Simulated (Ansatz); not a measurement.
C on the 1x1 (0001) surface of hcp Co, ferromagnetic, one in a 2x2 cell, energies for each (21.5 Å²). Energies are against an atom of graphite, without zero-point or thermal terms; each row is named by its start.

All values below come from PBE (plane waves to 420 eV, PAW; Ansatz, a quantum-chemistry and plane-wave program).

Which site binds most strongly?
A) hollow Co-Co-Co over Co at depth 2.0 Å
B) hollow Co-Co-Co
C) top Co

A, hollow Co-Co-Co over Co at depth 2.0 Å. Adsorption energies: hollow Co-Co-Co over Co at depth 2.0 Å 0.95 eV; hollow Co-Co-Co 1.22 eV; top Co 3.00 eV.
